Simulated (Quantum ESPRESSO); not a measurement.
# How a calculation on Mg₁₄SiSn (Amm2, 16 atoms in the cell) responds to its settings

```
CELL_PARAMETERS angstrom
     10.16865     0.00000     0.00000
      0.00000     3.29772     5.32627
      0.00000    -3.29772     5.32627
ATOMIC_POSITIONS crystal
  Mg 0.00000 0.16460 0.16460
  Mg 0.00000 0.66495 0.66495
  Mg 0.50000 0.16524 0.66394
  Mg 0.50000 0.66394 0.16524
  Mg 0.00000 0.16535 0.66691
  Mg 0.00000 0.66691 0.16535
  Mg 0.25563 0.34060 0.83118
  Mg 0.74437 0.83118 0.34060
  Mg 0.74437 0.34060 0.83118
  Mg 0.25563 0.83118 0.34060
  Mg 0.24873 0.33365 0.33365
  Mg 0.75127 0.33365 0.33365
  Mg 0.25460 0.83081 0.83081
  Mg 0.74540 0.83081 0.83081
  Si 0.50000 0.66886 0.66886
  Sn 0.50000 0.16766 0.16766
```

Base run A: PBEsol, GBRV 1.5 ultrasoft (PBESOL) pseudopotentials (Quantum ESPRESSO), self-consistent single point.

Its settings: ecutwfc = 40 Ry; ecutrho = 200 Ry; occupations = smearing; smearing = fermi-dirac; degauss = 0.0073499 Ry; K_POINTS = automatic 3 5 5 0 0 0; conv_thr = 1e-11 Ry; mixing_beta = 0.5.

The starting cell comes from a database of computed structures (which also holds hypothetical and non-ambient phases and stackings), without a prior relaxation at this level.

Runs:
- B: pseudopotentials: {Mg: mg_pbesol_v1.4.uspp.F.UPF, Si: si_pbesol_v1.uspp.F.UPF, Sn: sn_pbesol_v1.4.uspp.F.UPF} → {Mg: mg_lda_v1.4.uspp.F.UPF, Si: si_lda_v1.uspp.F.UPF, Sn: sn_lda_v1.4.uspp.F.UPF} [LDA (PZ)]
- C: pseudopotentials: {Mg: mg_pbesol_v1.4.uspp.F.UPF, Si: si_pbesol_v1.uspp.F.UPF, Sn: sn_pbesol_v1.4.uspp.F.UPF} → {Mg: mg_pbe_v1.4.uspp.F.UPF, Si: si_pbe_v1.uspp.F.UPF, Sn: sn_pbe_v1.4.uspp.F.UPF}; input_dft: default → blyp [BLYP]
- D: pseudopotentials: {Mg: mg_pbesol_v1.4.uspp.F.UPF, Si: si_pbesol_v1.uspp.F.UPF, Sn: sn_pbesol_v1.4.uspp.F.UPF} → {Mg: mg_pbe_v1.4.uspp.F.UPF, Si: si_pbe_v1.uspp.F.UPF, Sn: sn_pbe_v1.4.uspp.F.UPF}; input_dft: default → wc [Wu-Cohen GGA]
- E: pseudopotentials: {Mg: mg_pbesol_v1.4.uspp.F.UPF, Si: si_pbesol_v1.uspp.F.UPF, Sn: sn_pbesol_v1.4.uspp.F.UPF} → {Mg: mg_pbe_v1.4.uspp.F.UPF, Si: si_pbe_v1.uspp.F.UPF, Sn: sn_pbe_v1.4.uspp.F.UPF}; input_dft: default → vdw-df2 [vdW-DF2]
- F: pseudopotentials: {Mg: mg_pbesol_v1.4.uspp.F.UPF, Si: si_pbesol_v1.uspp.F.UPF, Sn: sn_pbesol_v1.4.uspp.F.UPF} → {Mg: mg_pbe_v1.4.uspp.F.UPF, Si: si_pbe_v1.uspp.F.UPF, Sn: sn_pbe_v1.4.uspp.F.UPF}; input_dft: default → vdw-df-cx [vdW-DF-cx]
- G: pseudopotentials: {Mg: mg_pbesol_v1.4.uspp.F.UPF, Si: si_pbesol_v1.uspp.F.UPF, Sn: sn_pbesol_v1.4.uspp.F.UPF} → {Mg: mg_pbe_v1.4.uspp.F.UPF, Si: si_pbe_v1.uspp.F.UPF, Sn: sn_pbe_v1.4.uspp.F.UPF}; input_dft: default → rvv10 [rVV10]

```csv
run,pressure (GPa),largest force (eV/Å)
A,-0.81,0.136
B,-2.28,0.124
C,1.29,0.118
D,-0.57,0.133
E,1.10,0.169
F,-0.08,0.146
G,-0.20,0.150
```

Run F against A: The pressure goes from -0.81 to -0.08 GPa and the largest force goes from 0.136 to 0.146 eV/Å.

Run G against A: The pressure goes from -0.81 to -0.20 GPa and the largest force goes from 0.136 to 0.150 eV/Å.

Left out of this page: 3 runs of the series held back from this collection.
